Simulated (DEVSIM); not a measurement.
System: Al/SiON/p-Si capacitor, at 400 K.

Layer 1 from the left is SiON, thickness (nm) 3.70. Layer 2 from the left is Si, thickness (nm) 490, Na (cm⁻³) 7e16.

Metal gate on the left, work function 4.1 eV. Fixed charge at the semiconductor interface -3.9e11 cm⁻² (in units of +e); no interface traps.

This is a model device: material constants are rounded textbook-type values typed into the input, and sizes, dopings and lifetimes were drawn at random. Values at 300 K; Nc and Nv go as T^1.5, mobilities as T to minus their exponent, the gap by Varshni's rule with the affinity fixed.

SiON: gap (eV) 7, affinity (eV) 1.4, permittivity 5.5. Si: gap (eV) 1.124, affinity (eV) 4.05, permittivity 11.7, Nc (cm⁻³) 2.86e19, Nv (cm⁻³) 3.1e19, Varshni α (eV/K) 0.000473, Varshni β (K) 636.

Model (solved in DEVSIM): 1D Poisson equation in equilibrium, Boltzmann statistics, complete ionisation; no quantum confinement or tunnelling. Metal contacts follow the ideal Schottky-Mott rule: no Fermi-level pinning, no interface dipoles.

Problem. What does the simulation give for the minimum of the low-frequency capacitance, the threshold voltage (band bending 2φF)?

Solution. minimum of the low-frequency capacitance 0.104 μF/cm²; threshold voltage (band bending 2φF) -0.03 V.
